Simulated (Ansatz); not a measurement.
Terminations of the (111)B surface of zinc-blende ZnSe (Se plane on top), measured from the surface '2x2 with 2 H on 4 top atoms'. Atoms come from or go to: Al: fcc Al, Br: ½ Br2(g), Cl: ½ Cl2(g), H: ½ H2(g), I: ½ I2(g), Mg: hcp Mg, O: ½ O2(g), Se: trigonal Se, Si: silicon, Zn: hcp Zn. ΔE is the energy of forming the row's surface from that one (negative: more stable at these reservoirs); the vacuum level's shift is aligned on the shared bottom. No zero-point or thermal terms. These are constructed structures in small cells; real faces may alloy, dewet or reconstruct in larger ones, and not all known structures of the face are among them. Slabs of about 14 Å with all that they carry, Fermi-Dirac smearing of 0.025 eV. Bottom of the slabs: H caps. Relaxed from the named starts with such symmetry as they have, on meshes of like density; energies extrapolated to zero smearing; no spin-orbit coupling, no U. Spin-polarised runs, if any, are marked in brackets, and their order is one that fits the cell; the others ran without spin. A dash marks a value that is undefined for that row (no clear gap, or no work function of a gapped slab) or was not read reliably on its mesh.

Computed with PBE (plane waves to 420 eV, PAW; Ansatz, a program for electronic structure).

| surface | atoms added per 1x1 | ΔE per 1x1 (eV) | slab gap (eV) | shift of the vacuum level (eV) | work function (eV) |
|---|---|---|---|---|---|
| 2x2 Si adatom at H3 | -0.5 H, +0.25 Si | 0.30 | 1.08 | 0.27 | – |
| 2x2 with 2 H on 4 top atoms | none | 0.00 | 1.70 | 0.00 | – |
| Br on every top atom (like top atoms buckled by 0.8 Å) | +1 Br, -0.5 H | 0.37 | – | 1.88 | – |
| 2x2 Mg adatom at T4 | -0.5 H, +0.25 Mg | -0.19 | 1.30 | -0.95 | – |
| 2x2 O adatom at T4 (2 Se–Se bonds formed; 1 Se–Zn bonds broke) | -0.5 H, +0.25 O | 0.49 | 1.21 | 1.45 | – |
| 2x2 Zn adatom at H3 | -0.5 H, +0.25 Zn | 0.07 | 0.70 | 0.15 | – |
| 2x2 Mg adatom at H3 | -0.5 H, +0.25 Mg | -0.24 | 1.23 | -0.50 | – |
| 2x2 Se vacancy | -0.5 H, -0.25 Se | 0.31 | 1.72 | 0.93 | – |
| 2x2 Al adatom at H3 [spin, 0.8 μB a cell] | +0.25 Al, -0.5 H | 0.12 | – | 0.24 | – |
| Cl on every top atom (like top atoms buckled by 0.7 Å) | +1 Cl, -0.5 H | 0.31 | – | 2.25 | 6.19 |
| Zn trimer, 2x2 (2 Se–Zn bonds formed; like top atoms buckled by 0.9 Å) | -0.5 H, +0.75 Zn | 0.28 | 0.94 | -0.24 | – |
| I on every top atom (4 I–I bonds formed; 2 I–Se bonds broke; like top atoms buckled by 2.6 Å) | -0.5 H, +1 I | 0.20 | – | 1.11 | – |
